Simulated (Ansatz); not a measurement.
The parent structure is W in the bcc (W type) structure (space group Im-3m, No. 229; a = 3.1542 Å; relaxed with 0.1 eV smearing).

Structures relaxed with PBEsol (Ansatz, a first-principles code, PAW, no spin-orbit coupling).

Base:

Simulated powder pattern, Cu Kα1, λ = 1.54056 Å (kinematic, ideal powder, no thermal factors, no anomalous dispersion; the 10 strongest lines at most, above 2 %, up to 2θ = 90°):

| 2θ (°) | I/Imax (%) | hkl |
|---|---|---|
| 40.41 | 100 | (110) |
| 58.47 | 17 | (200) |
| 73.48 | 36 | (211) |
| 87.37 | 12 | (220) |

After one change:

Simulated powder pattern, Cu Kα1, λ = 1.54056 Å (kinematic, ideal powder, no thermal factors, no anomalous dispersion; the 10 strongest lines at most, above 2 %, up to 2θ = 90°):

```tsv
2θ (°)	I/Imax (%)
39.18	100
56.61	18
71.01	36
84.23	12
```

### Question
Which of these changes matches the shifts?
(A) isotropic strain +2.00 %
(B) isotropic strain +2.50 %
(C) isotropic strain −1.00 %
(D) isotropic strain +3.00 %

### Answer
D, isotropic strain +3.00 %. Its volume per atom is 17.15 Å³ against 15.69 Å³, and its space group is Im-3m (No. 229).

No phonon test of stability was made. All final runs are without spin polarisation.
